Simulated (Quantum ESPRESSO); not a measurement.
A self-consistent single point of SbPb (Fm-3m, 2 atoms in the cell) with Quantum ESPRESSO.

Level of theory: LDA (PW92), PseudoDojo standard norm-conserving (LDA) pseudopotentials (plane waves; Quantum ESPRESSO).

```
CELL_PARAMETERS angstrom
     -3.15176     0.00000     3.15176
      0.00000     3.15176     3.15176
     -3.15176     3.15176     0.00000
ATOMIC_POSITIONS crystal
  Sb 0.50000 0.50000 0.50000
  Pb 0.00000 0.00000 0.00000
```

Reference input (self-consistent single point, DFT, LDA (PW92), plane waves, PseudoDojo standard norm-conserving (LDA) pseudopotentials): ecutwfc = 85 Ry; occupations = smearing; smearing = gauss; degauss = 0.0073499 Ry; potentials = {Sb: Sb.upf, Pb: Pb.upf}; K_POINTS = automatic 5 5 5 0 0 0; conv_thr = 1e-10 Ry; mixing_beta = 0.3. This run's input differs from it in these lines:

```diff
@@ -14,3 +14,3 @@
  occupations = 'smearing'
- smearing = 'gauss'
+ smearing = 'fd'
  degauss = 0.0073499
@@ -28,3 +28,3 @@
 K_POINTS {automatic}
-5 5 5  0 0 0
+8 8 8  0 0 0
```

The program printed (abridged):

```
     Self-consistent Calculation

     iteration #  1     ecut=    85.00 Ry     beta= 0.30

     Threshold (ethr) on eigenvalues was too large:
     Diagonalizing with lowered threshold

     total energy              =    -321.92204922 Ry
     estimated scf accuracy    <       0.00884821 Ry

     iteration #  2     ecut=    85.00 Ry     beta= 0.30

     total energy              =    -321.92192318 Ry
     estimated scf accuracy    <       0.00234725 Ry

     iteration #  3     ecut=    85.00 Ry     beta= 0.30

     total energy              =    -321.92211215 Ry
     estimated scf accuracy    <       0.00036178 Ry

   [... 5 blocks of this kind left out ...]

     iteration #  9     ecut=    85.00 Ry     beta= 0.30

     total energy              =    -321.92212654 Ry
     estimated scf accuracy    <          2.5E-10 Ry

     iteration # 10     ecut=    85.00 Ry     beta= 0.30
     End of self-consistent calculation

     the Fermi energy is     9.6283 ev

!    total energy              =    -321.92212654 Ry
     estimated scf accuracy    <          1.8E-11 Ry
     smearing contrib. (-TS)   =      -0.00310161 Ry
     internal energy E=F+TS    =    -321.91902493 Ry

     convergence has been achieved in  10 iterations

     Forces acting on atoms (cartesian axes, Ry/au):

     atom    1 type  1   force =     0.00000000   -0.00000000    0.00000000
     atom    2 type  2   force =     0.00000000    0.00000000    0.00000000

     Total force =     0.000000     Total SCF correction =     0.000000

          total   stress  (Ry/bohr**3)                   (kbar)     P=      -23.01
  -0.00015642   0.00000000   0.00000000          -23.01        0.00        0.00
   0.00000000  -0.00015642  -0.00000000            0.00      -23.01       -0.00
   0.00000000  -0.00000000  -0.00015642            0.00       -0.00      -23.01

   JOB DONE.
```

The run converged in 10 iterations. Against the reference run the free energy drops by 19.7 meV/atom and the pressure hardly changes (-2.25 to -2.30 GPa).

The starting cell comes from a database of computed structures (which also holds hypothetical and non-ambient phases and stackings), without a prior relaxation at this level. Its lattice was rescaled by up to half a per cent.

Cost on one core of a shared machine: roughly 30 s.
